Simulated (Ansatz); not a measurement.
Rock-salt NaH was calculated with RPBE (Ansatz, an electronic-structure program, PAW).

Settings: plane-wave cutoff 520 eV, 12×12×12 k mesh, Fermi–Dirac smearing 0.01 eV, scalar-relativistic PAW data made under PBE.

Energies at three volumes about the minimum:

| V (Å³/atom) | E − E_lowest (meV/atom) |
|---|---|
| 14.652 | 0.41 |
| 14.951 | 0.00 |
| 15.250 | 0.37 |

Problem. Fit a parabola by hand: where is the minimum, what lattice constant follows, and what is the bulk modulus?

Solution. Slopes: (0.00 − 0.41)/(14.951 − 14.652) = -1.371 and (0.37 − 0.00)/(15.250 − 14.951) = 1.237 meV/Å³. Curvature E″ = 2 × (1.237 − (-1.371))/(15.250 − 14.652) = 8.722 meV/Å⁶. From the middle of the first interval, the slope vanishes at V0 = 14.8015 − (-1.371)/8.722 = 14.959 Å³/atom. B = V0 E″ = 14.959 × 8.722 meV/Å³ × 0.1602 GPa per meV/Å³ = 20.9 GPa. With 8 atoms in the cube, a = (8 × 14.959)^(1/3) = 4.928 Å. The full Birch–Murnaghan fit to all volumes gives V0 = 14.953 Å³/atom and B0 = 20.8 GPa.

Measured, for comparison: bulk modulus 19.4 ± 2 GPa (room temperature, not corrected to a static lattice; as tabulated in High-pressure studies of NaH to 54 GPa); lattice constant a 4.872 Å (room temperature, not corrected to a static lattice, our sources range from 4.872 to 4.880; as tabulated in Thermodynamic Modeling of Hydrogen Storage Capacity in Mg-Na Alloys). Computed (rounded) less measured: bulk modulus +7 % (against room or unstated temperature, where such soft solids are markedly softer). A static lattice is as a rule a little smaller and stiffer than an uncorrected measurement, which narrows the difference in the bulk modulus and would widen misses of the other sign.
